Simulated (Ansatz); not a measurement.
An Ansatz (a quantum-chemistry and plane-wave program) input (plane-wave PAW DFT at the PBEsol level (Ansatz, 420 eV), no spin-orbit coupling, earlier PAW set):

Ansatz 0.2 input:
```yaml
crystal:
  lattice:
    - [4.3260281389, 0, 0]
    - [0, 4.3260281389, 0]
    - [0, 0, 4.3260281389]
  atoms:
    - { symbol: Al, position: [0.75, 0.75, 0.75] }
    - { symbol: Al, position: [0.75, 0.25, 0.25] }
    - { symbol: Al, position: [0.25, 0.75, 0.25] }
    - { symbol: Al, position: [0.25, 0.25, 0.75] }
    - { symbol: O, position: [0, 0, 0] }
    - { symbol: O, position: [0.5, 0.5, 0.5] }
basis: { ecutwfc: 420, ecutrho_ratio: 4, xc_grid: 2, fft_grid_basis: typed }
kpoints: { mp_grid: { grid: [11, 11, 11] } }
hamiltonian:
  xc: pbesol
  dispersion: none
  pseudopotentials: { azcp: { folder: ./paw }, kind: paw }
scf: { occupations: { method: fermi_dirac, width: 0.05 }, convergence: { dr2_threshold: 0.0000000006 } }
output: { forces: true, stress: true }
checkpoint: { write: state.ck, write_every: 1000 }
```

Problem. Which symmetry and how many k-points will the program report, and about how many plane waves at Γ?

Solution. Space group Pn-3m (ITA 224) with 48 operations, k-points 56 of 1331, and 1575 plane waves at Γ.

Whether these cells are dynamically stable was not tested. The final runs are not spin-polarised. The cell was made from Cu2O by this change: Cu → Al; the result is a hypothetical phase, not in the database extracts checked.
